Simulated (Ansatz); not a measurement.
The starting structures come from a database of crystals and need not be the phases stable at ambient conditions.

 Where the default PAW files enter, the runs use the earlier of Ansatz's two default sets.

```xyz
10
Lattice="5.2849 0.0000 0.0000 2.6424 4.5768 0.0000 2.6424 1.5256 4.8460" Properties=species:S:1:pos:R:3 pbc="T T T"
Li     5.2849     3.0512     0.4195
Li     5.2849     3.0512     4.4264
Nb     7.9273     4.5768     2.0992
Nb     2.6424     1.5256     2.7467
O      7.2351     3.1213     3.5492
O      3.3346     2.9811     1.2967
O      4.3704     1.3272     3.5492
O      6.1993     4.7752     1.2967
O      4.2490     4.7052     3.5492
O      6.3207     1.3972     1.2967
```

Space group of this cell: R-3. The cell is taken as given; by r2SCAN its mean pressure is -8.9 GPa.

All values below come from r2SCAN (plane waves, PAW; Ansatz, an electronic-structure program).

The current runs along the normal of the first two printed vectors; no spin-orbit coupling. Scaled by the factor s: both lengths across the current (ions clamped). The meshes follow the cell: 8×8×8 and 12×12 across at s = 0.98, 8×8×8 and 12×12 across at s = 1.00, 8×8×8 and 6×6 across at s = 1.02.

```
s     mean pressure (GPa)  band gap (eV)
----  -------------------  -------------
0.98                 -0.7              ?
1.00                 -8.9           4.23
1.02                -15.5           3.98
```

**Question.** Take the slope of the band gap against ln s from the two given rows, extrapolate to s = 0.98, and say what the run there gives.

**Answer.** Slope = (3.98 − 4.23) / ln 1.02 = -12.6 eV. The line gives 4.23 + (-12.6) × ln 0.98 = 4.49 eV. The run gives 4.45 eV, 0.04 eV under the line, 14 % of the predicted step.
